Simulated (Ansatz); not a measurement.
Take K2S in the anti-fluorite structure (space group Fm-3m, No. 225; a = 7.336 Å) as the base. Axes: x, y, z lie along the cube axes.

All numbers come from Ansatz (an electronic-structure program) PBEsol, no spin-orbit coupling.

Before the change:

The band gap comes out as 2.35 eV and the pressure is 0.01 GPa.

It is then changed as follows: tensile biaxial strain of 2.50 % in the plane normal to [001], as in epitaxy on a mismatched substrate; the out-of-plane cell vector and the atoms relax.

Question: How does this affect the band gap, pressure and ratio −ε⊥/ε∥?

Answer: The band gap shrinks by 0.11 eV to 2.24 eV; the pressure (mean of the normal stresses, compression positive) decreases by 0.642 GPa, from 0.01 GPa to -0.64 GPa; the ratio −ε⊥/ε∥ is 0.62.

Whether these cells are dynamically stable was not tested.
